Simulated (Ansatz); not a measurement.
Reference: MgS (Fm-3m), PBEsol with spin-orbit coupling, rigid bands (plane waves, PAW; Ansatz, a quantum-chemistry and plane-wave program); axes and stresses refer to this cell.

```yaml
crystal:
  lattice:
    - [0.00000, 2.59094, 2.59094]
    - [2.59094, 0.00000, 2.59094]
    - [2.59094, 2.59094, 0.00000]
  atoms:
    - { symbol: Mg, position: [0.00000, 0.00000, 0.00000] }
    - { symbol: S, position: [0.50000, 0.50000, 0.50000] }
```

The electron conductivity mass is 0.35 mₑ, the Seebeck coefficient, n-type 1e19 cm⁻³ is -261 μV/K and the band gap comes out as 2.70 eV.

### Question
After one change the values are electron conductivity mass 0.35 mₑ; Seebeck coefficient, n-type 1e19 cm⁻³ -233 μV/K; band gap 2.61 eV. What was changed between the two runs?
A) hydrostatic pressure -2 GPa
B) uniaxial stress zz = -2 GPa (compression positive)
C) uniaxial stress along [111] of -1 GPa (compression positive)

### Answer
B, uniaxial stress zz = -2 GPa (compression positive)

Masses are for dilute carriers at 300 K, harmonic means over directions unless an axis is named. Seebeck coefficients are for the stated density at 300 K, with one relaxation time for all states and whether or not that doping can be reached. Stresses and pressures are the targets of the relaxation.  The structure type is held under load, also where the real crystal would transform.
